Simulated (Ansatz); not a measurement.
An Ansatz (an electronic-structure program) input (plane-wave PAW DFT at the r2SCAN level (Ansatz, 500 eV), without spin-orbit coupling):

Ansatz 0.2 input:
```yaml
crystal:
  lattice:
    - [0, 2.2949878103, 2.2949878103]
    - [2.1882708771, 0, 2.2949878103]
    - [2.1882708771, 2.2949878103, 0]
  atoms:
    - { symbol: S, position: [0, 0, 0] }
    - { symbol: Be, position: [0.5, 0.5, 0.5] }
basis: { ecutwfc: 500, ecutrho_ratio: 4, xc_grid: 4, fft_grid_basis: typed }
kpoints: { mp_grid: { grid: [12, 12, 12] } }
hamiltonian:
  xc: r2scan
  dispersion: none
  pseudopotentials: { kind: paw }
scf: { occupations: { method: fermi_dirac, width: 0.05 }, convergence: { dr2_threshold: 0.0000000002 } }
output: { forces: true, stress: true }
checkpoint: { write: state.ck, write_every: 1000 }
```

**Question.** Which symmetry and how many k-points will the program report, and about how many plane waves at Γ?

**Answer.** Space group I4/mmm (ITA 139) with 16 operations, k-points 163 of 1728, and 583 plane waves at Γ.

**Question.** And the final pressure?

**Answer.** 10.34 GPa (compression positive).

Single points use the geometry relaxed with PBEsol. The cells carry an imposed strain or load. Whether these cells are dynamically stable was not tested. The cell was made from BeS in the rock salt structure (space group Fm-3m, No. 225; a hypothetical phase, not in the database extracts checked) by this change: uniaxial strain ε_xx = −4.65 %.
